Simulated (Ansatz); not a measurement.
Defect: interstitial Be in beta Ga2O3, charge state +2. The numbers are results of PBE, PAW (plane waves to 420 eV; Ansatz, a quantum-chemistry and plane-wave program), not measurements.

Cell of 120 host sites held at the relaxed PBE lattice; the Γ point alone; Fermi-Dirac width 0.01 eV, spin-restricted; finite-size errors left in. Energies are static. The charge state is imposed; whether it is stable for some Fermi level was not computed. Sites that were not tried may lie lower.

Barriers: single points on a 2×2×2 k-point mesh shifted by half a step at the bands' geometries.

The step: a concerted move, in which Be travels most. Atoms about the jump, Cartesian Å from the middle of the jump, before and after:

```csv
atom,x0,y0,z0,x1,y1,z1
Be1,-0.18,-0.77,0.56,0.18,0.77,-0.56
O2,-1.17,0.56,0.57,-1.12,0.77,0.41
O3,1.12,-0.77,-0.41,1.17,-0.56,-0.57
O4,0.37,-0.77,2.26,0.35,-0.75,2.45
O5,1.21,2.31,-0.61,1.17,2.11,-0.57
Ga6,2.05,-0.77,1.30,1.79,-0.76,1.22
Ga7,-1.91,-0.77,2.05,-1.57,-0.80,1.80
Ga8,1.73,2.33,1.17,1.79,2.31,1.22
Ga9,1.57,0.80,-1.80,1.91,0.77,-2.05
Ga10,-1.79,0.76,-1.22,-2.05,0.77,-1.30
O11,0.33,2.27,2.46,0.35,2.29,2.45
O12,2.81,0.85,1.50,2.78,0.77,1.51
O13,-0.35,0.75,-2.45,-0.37,0.77,-2.26
O14,-1.17,-2.11,0.57,-1.21,-2.31,0.61
Ga15,-1.55,2.33,1.81,-1.57,2.34,1.80
O16,-1.75,0.76,3.23,-1.73,0.77,3.15
Ga17,0.22,0.79,3.91,0.21,0.77,3.88
Ga18,-1.79,-2.31,-1.22,-1.73,-2.33,-1.17
O19,-2.78,-0.77,-1.51,-2.81,-0.85,-1.50
Ga20,1.57,-2.34,-1.80,1.55,-2.33,-1.81
O21,-1.21,3.86,0.62,-1.21,3.85,0.61
O22,3.48,0.76,-1.41,3.65,0.77,-1.41
O23,-0.35,-2.29,-2.45,-0.33,-2.27,-2.46
O24,2.81,-2.39,1.50,2.73,-2.32,1.44
```

Where do these atoms stand at the saddle point, and how high is it?


```
atom      x      y      z
----  -----  -----  -----
Be1    0.19   0.35   0.39
O2    -1.29   0.77   0.43
O3     1.14  -0.65  -0.50
O4     0.39  -0.32   1.98
O5     1.07   2.03  -0.43
Ga6    2.07  -0.80   1.21
Ga7   -1.66  -0.81   1.83
Ga8    1.81   2.32   1.26
Ga9    1.63   0.78  -1.88
Ga10  -1.86   0.79  -1.38
O11    0.35   2.37   2.48
O12    2.87   0.81   1.51
O13   -0.36   0.76  -2.53
O14   -1.26  -2.29   0.63
Ga15  -1.60   2.37   1.81
O16   -1.72   0.76   3.15
Ga17   0.22   0.81   3.84
Ga18  -1.75  -2.31  -1.17
O19   -2.77  -0.79  -1.52
Ga20   1.54  -2.34  -1.82
O21   -1.23   3.86   0.62
O22    3.52   0.76  -1.43
O23   -0.35  -2.29  -2.45
O24    2.79  -2.40   1.49
```
It lies 0.76 eV above the start and 0.76 eV above the end. The saddle point's order was not checked.
